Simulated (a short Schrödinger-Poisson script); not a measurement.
From a short Schrödinger-Poisson script (our own, NumPy): 1D Poisson equation in equilibrium, electrons quantum, Hartree plus LDA exchange-correlation (BenDaniel-Duke, 40 states a valley, the channel's in-plane mass for all, wave functions free to enter the barrier), parabolic valleys, classical holes, full ionisation, no traps, pinning or gate leakage.

Structure: gated Al0.3Ga0.7As/GaAs δ-doped gas, at 77 K.

From the gate side: 8 nm Al0.3Ga0.7As; 2 nm Al0.3Ga0.7As; 6000 nm GaAs, acceptors 3e14 cm⁻³.

Constants are typed, rounded textbook-type inputs, not results; the design itself was drawn at random and stands for no fabricated device. Al0.3Ga0.7As: permittivity 12.05, conduction-band edge (eV) 0.237, gap (eV) 1.798, electron mass (mₑ) 0.0919, Nv at 300 K (cm⁻³) 9e18. GaAs: permittivity 12.9, conduction-band edge (eV) 0, gap (eV) 1.424, Nv at 300 K (cm⁻³) 9e18.

Channel valleys (confinement mass, in-plane density-of-states mass, number): Γ 0.067, 0.067, 1. At the gate the conduction-band edge of layer 1 lies 0.99 eV − eVg above the Fermi level of the channel; the field vanishes at the back. Sheet of ionised δ-doping: +4.3e12 e/cm² at 8 nm from the gate. The barrier under the gate holds no holes. Gaps are held at their typed values at every temperature. Mesh 0.08 nm at interfaces.

Give the capacitance at Vg = 0.5 V (μF/cm²); the gate voltage at 1e11 electrons/cm² (V); the lowest subband against the Fermi level at Vg = 0.5 V (meV).

capacitance at Vg = 0.5 V (μF/cm²): 0.758; gate voltage at 1e11 electrons/cm² (V): 0.29; lowest subband against the Fermi level at Vg = 0.5 V (meV): -33.5.
